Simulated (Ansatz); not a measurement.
Density of states of Zr₂CN (R-3m, 4 atoms in the cell).

```yaml
crystal:
  lattice:
    - [1.64498, 0.94973, 5.37262]
    - [-1.64498, 0.94973, 5.37262]
    - [0.00000, -1.89946, 5.37262]
  atoms:
    - { symbol: Zr, position: [0.74907, 0.74907, 0.74907] }
    - { symbol: Zr, position: [0.25093, 0.25093, 0.25093] }
    - { symbol: C, position: [0.00000, 0.00000, 0.00000] }
    - { symbol: N, position: [0.50000, 0.50000, 0.50000] }
```

Level of theory: PBEsol, harder PAW files (source: ansatz) made with PBE (plane waves; Ansatz, an electronic-structure program).

SCF settings: basis.ecutwfc = 870 eV; kpoints.mp_grid.grid = 15 15 15; hamiltonian.xc = pbesol; hamiltonian.pseudopotentials = {kind: paw, source: ansatz}; scf.occupations.method = cold; scf.occupations.width = 0.136 eV. Keys of the DOS step: output.dos.nscf_kmesh.grid = 23 23 23; output.dos.method = {smearing: {sigma: 0.3}} eV.

The starting cell comes from a database of computed structures (which also holds hypothetical and non-ambient phases and stackings), without a prior relaxation at this level.

Total DOS (both spins), as means of the tabulated values in each energy bin; the zero is the program's Fermi level or highest filled level, and the curve is cut to this window:

(E (eV), states/eV/cell): (-7.75, 0.00); (-7.25, 0.00); (-6.75, 0.11); (-6.25, 0.62); (-5.75, 1.65); (-5.25, 2.08); (-4.75, 3.09); (-4.25, 3.89); (-3.75, 2.49); (-3.25, 4.26); (-2.75, 3.02); (-2.25, 1.83); (-1.75, 0.87); (-1.25, 0.56); (-0.75, 0.65); (-0.25, 0.89); (0.25, 1.14); (0.75, 1.31)

Around zero the curve holds about 1.0 states/eV/cell.

Keys are those of Ansatz 0.2.
